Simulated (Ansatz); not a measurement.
# Mg2RuH6: pressure series

The reference is Mg$_{2}$RuH$_{6}$ (space group Fm-3m, No. 225; a = 6.578 Å; a cell from a computed database, its experimental status unchecked).

Cell and atoms are relaxed at each pressure.

Computed with PBEsol, PAW, 420 eV (Ansatz, an electronic-structure program; no spin-orbit coupling).

| P (GPa) | V (Å³/atom) |
|---|---|
| -1.99 | 8.116 |
| -0.99 | 8.008 |
| 0.31 | 7.878 |
| 0.70 | 7.840 |
| 1.51 | 7.767 |
| 3.00 | 7.636 |
| 4.98 | 7.483 |
| 7.49 | 7.302 |
| 9.98 | 7.146 |

### Question
Fit a third-order Birch–Murnaghan equation of state.

### Answer
Least squares on P(V) = (3B₀/2)[(V₀/V)^(7/3) − (V₀/V)^(5/3)]·[1 + (3/4)(B₀′ − 4)((V₀/V)^(2/3) − 1)] gives V₀ = 7.91 Å³/atom, B₀ = 81 GPa and B₀′ = 4.0.

Load acts through the strain it causes; cell and atoms are relaxed under it. Whether these cells are dynamically stable was not tested. Competing high-pressure phases were not computed.
